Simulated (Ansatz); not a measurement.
We consider Fe₂B (I4/mcm, No. 140), described by LDA (PAW; Ansatz, an electronic-structure program).

Numerical settings: plane-wave cutoff 500 eV, 12×12×12 k mesh, Fermi–Dirac smearing 0.05 eV, spin-polarised start, scalar-relativistic PAW data made under PBE.

Computed at the level's own relaxed cell.

### Question
Estimate the equilibrium volume per atom, lattice constant a and lattice parameter c that the calculation returns.

### Answer

* **equilibrium volume per atom**: 8.24 Å³/atom
* **lattice constant a**: 4.929 Å
* **lattice parameter c**: 4.069 Å

The run finds no gap.

Note: the magnetic order was assumed, not searched for or taken from measurement; the volume lies 11 % below that of the published cell.

The computed numbers hold no vibrational or temperature effects.

The result took very roughly 10 core-minutes.
